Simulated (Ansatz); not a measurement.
Ho5Ge3 (P6₃/mcm, No. 193; cell taken from a computed entry), treated with LDA (Ansatz, an electronic-structure program, PAW).

Settings: plane-wave cutoff 500 eV, 6×6×6 k mesh, Fermi–Dirac smearing 0.05 eV, spin-polarised start, scalar-relativistic PAW data made under PBE.

Computed at the level's own relaxed cell.

Give the computed equilibrium volume per atom, lattice parameter a and lattice parameter c.


* **equilibrium volume per atom**: 23.73 Å³/atom
* **lattice parameter a**: 8.314 Å
* **lattice parameter c**: 6.341 Å

The run finds no gap.

Note: the magnetic order was assumed, not searched for or taken from measurement; the relaxation could not lower the start's symmetry, so the cell can be a saddle point above a distorted one; the 4f shell is treated without U or exact exchange, so its levels and filling can be wrong.

Spin–orbit coupling is not included.

The result took very roughly 70 core-minutes.
